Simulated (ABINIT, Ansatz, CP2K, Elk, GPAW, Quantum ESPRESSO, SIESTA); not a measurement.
## GaP (F-43m, 2 atoms in the cell) computed with different codes at matched settings

Self-consistent single point.

```xyz
2
Lattice="0.0000 2.7798 2.7798 2.7798 0.0000 2.7798 2.7798 2.7798 0.0000" Properties=species:S:1:pos:R:3 pbc="T T T"
Ga     0.0000     0.0000     0.0000
P      1.3899     1.3899     1.3899
```

All programs got the same cell, k-point mesh and kind of occupations (some realise fixed ones as a very narrow smearing) (in Ansatz's words: kpoints.mp_grid.grid = 5 5 5; scf.occupations.method = fixed); potentials, basis and cutoffs are each program's usual ones.

```tsv
code	model	pressure (GPa)	gap on the mesh (eV)	k-points	cutoff
GPAW	PBE, GPAW PAW datasets PBE (gpaw-data 1.0.1)	-0.58	1.396	10	600 eV
Elk	PBE, all-electron FP-LAPW, Elk's shipped species files, APW+lo basis with extra local orbitals	–	1.307	14	rgkmax 7.5
CP2K	PBE, GPW, DZVP-MOLOPT-SR-GTH basis, GTH-PBE potentials (GTH_POTENTIALS)	-1.65	1.292	63	grid 600 Ry
SIESTA	GGA PBE, numerical atomic orbitals DZP, PseudoDojo PBE standard norm-conserving potentials (rewritten from UPF to PSML)	-2.63	1.441	63	grid 400 Ry
ABINIT	PBE, norm-conserving pseudopotentials (PseudoDojo nc-sr-05 PBE standard)	-1.96	1.330	10	80 Ry
Ansatz	PBE, PAW files	-2.03	1.341	10	default
Quantum ESPRESSO	PBE, GBRV 1.5 ultrasoft (PBE) pseudopotentials	-2.16	1.336	10	50 Ry
```

A dash marks a value that a program does not give, or that is left out as unsure.

Gaps are read on the mesh.

The spread over the programs that give each value: pressure within 2.05 GPa; gap on the mesh within 0.149 eV.

The starting cell comes from a database of computed structures (which also holds hypothetical and non-ambient phases and stackings), without a prior relaxation at this level. Its lattice was rescaled by a random factor within 2.5 % of one.

**Question.** Why do the programs differ, and what cannot be compared?

**Answer.** Differences of this kind can come from the potentials, where these differ, and from what each basis and cutoff leave unconverged. The valence holds different numbers of electrons (GPAW 8, CP2K 18, SIESTA 18, ABINIT 18, Ansatz (an electronic-structure program) 18, Quantum ESPRESSO 24). The zero of total energies and Fermi levels follows the potentials and each program's conventions, so they are not compared here. CP2K and SIESTA use small atom-centred bases, whose incompleteness enters pressures, forces and empty levels differently from a plane-wave cutoff. Elk treats all electrons, but the usual bases taken here (sphere radii, linearisation, local orbitals, empty states) were not tested for convergence, so the values are no reference for the others. Ansatz's pressure is given at a fixed set of plane waves, as the other plane-wave codes print theirs. The programs reduce the same mesh by symmetry to different extents, which changes the work and not the result. In the pressure, GPAW (by 1.41) lies more than 1 GPa from the median of the plane-wave programs.

Left out of this page: FLEUR (with a known weakness of the program).

Keys are those of Ansatz 0.2.
